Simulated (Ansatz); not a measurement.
Input:

```
CELL_PARAMETERS angstrom
      2.84011     1.63974     2.33159
     -2.84011     1.63974     2.33159
      0.00000    -3.27947     2.33159
ATOMIC_POSITIONS crystal
  Ba 0.99433 0.99433 0.99433
  Ti 0.49448 0.49448 0.49448
  O  0.49414 0.99400 0.49414
  O  0.49414 0.49414 0.99400
  O  0.99400 0.49414 0.49414
```

No spin polarisation.

Electron doping at 3.0×10^21 cm⁻³ (0.195 per cell), with a uniform compensating background at fixed cell and a 300 K Fermi–Dirac width.

The values are results of r2SCAN/PAW in Ansatz (a first-principles code), no spin-orbit coupling, earlier PAW set, not measurements. Settings: 12×12×12 k-points, 0.0259 eV Fermi–Dirac smearing.

Q: What Fermi level relative to the doped band's edge (positive inside the band; to 0.05 eV) does the calculation give?

A: +0.25 eV.

Q: Predict the gap character.

A: Indirect, T → Γ.

Q: What is the computed gap between the host's bands?

A: 2.37 eV.

Charged cell with a jellium background: band edges are those of the host's band count, energies are not comparable with the neutral cell, and many-body gap narrowing is missing. No phonon test of stability was made. The final runs are not spin-polarised. The cell was made from BaTiO$_{3}$ (space group R3m, No. 160) by this change: electrons 3.0×10^21 cm⁻³. This is not the structure that BaTiO3 has at room temperature and ambient pressure.
